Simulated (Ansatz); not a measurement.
Consider HfO2 (space group P4_2/nmc, No. 137; a = 3.5770 Å, c = 5.2036 Å).

The values are results of r2SCAN (Ansatz, a quantum-chemistry and plane-wave program, PAW, spin-orbit coupling left out), earlier PAW set, not measurements.

Base values:

The c/a ratio is 1.455 and the smallest direct gap comes out as 5.34 eV.

It is then changed as follows: cell and atoms relaxed at a pressure of 10 GPa.

How does this affect the c/a ratio?

The c/a ratio decreases by 0.015, from 1.455 to 1.440.

What happens to the smallest direct gap?

The smallest direct gap grows by 0.02 eV to 5.36 eV.

With Hf present, leaving out spin-orbit coupling can change the band edges. Load acts through the strain it causes; cell and atoms are relaxed under it. Whether these cells are dynamically stable was not tested. Competing high-pressure phases were not computed. This is not the structure that HfO2 has at room temperature and ambient pressure.
